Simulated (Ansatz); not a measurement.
Base system: TiSi₂ (space group Cmcm, No. 63; a = 3.5459 Å, b = 13.5650 Å, c = 3.5797 Å). Axes: x, y, z lie along a, b, c of the conventional cell.

All numbers come from plane-wave PAW DFT at the PBE level (Ansatz, a program for electronic structure, 420 eV), scalar-relativistic without spin-orbit coupling, earlier PAW set.

Strains are applied to the cell and any free atomic positions relax; under biaxial strain the out-of-plane vector relaxes too.

One change was made to it. Results:

| quantity | base | after |
|---|---|---|
| shortest interatomic distance | 2.404 Å | 2.407 Å |
| pressure (mean of the normal stresses, compression positive) | 0.0 GPa | -3.4 GPa |
| band gap | zero | zero |

**Question.** Which change produced these results?
(A) isotropic strain +3.27 %
(B) uniaxial strain ε_xx = −1.94 %
(C) biaxial strain +2.28 %, plane normal [001], relaxed out of plane
(D) biaxial strain +0.38 %, plane normal [001], relaxed out of plane

**Answer.** C, biaxial strain +2.28 %, plane normal [001], relaxed out of plane. For comparison, the pressure in the other runs: uniaxial strain ε_xx = −1.94 % gives 2.9 GPa; biaxial strain +0.38 %, plane normal [001], relaxed out of plane gives -0.6 GPa; isotropic strain +3.27 % gives -10.4 GPa.

Without a gap, meshes like the base's 14×14×13 leave anisotropic stresses uncertain by several tenths of a GPa, and small strain energies with them. Whether these cells are dynamically stable was not tested. All final runs are without spin polarisation.
